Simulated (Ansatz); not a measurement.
Base system: CsSnI$_{3}$ in the cubic perovskite structure (space group Pm-3m, No. 221; a = 6.130 Å).

The values are results of PBEsol, PAW, 420 eV (Ansatz, a quantum-chemistry and plane-wave program; without spin-orbit coupling), not measurements.

One change was made to it. Results:

The band gap becomes zero (base: 0.10 eV); the shortest interatomic distance falls by 0.2226 Å to 2.843 Å.

**Question.** Which change produced these results?
(A) pressure 100 GPa
(B) pressure 50 GPa
(C) pressure 7 GPa
(D) pressure 15 GPa
(E) pressure 75 GPa

**Answer.** C, pressure 7 GPa. For comparison, the shortest interatomic distance in the other runs: pressure 100 GPa gives 2.340 Å; pressure 50 GPa gives 2.491 Å; pressure 15 GPa gives 2.722 Å; pressure 75 GPa gives 2.405 Å.

With I present, leaving out spin-orbit coupling can change the band edges. Load acts through the strain it causes; cell and atoms are relaxed under it. Stability against distortions was not tested. Competing high-pressure phases were not computed. The final runs are not spin-polarised. Many cubic perovskites are stable only at high temperature; tilts and polar distortions were not tested. The zero or small gap of CsSnI3 can change with the level of theory.
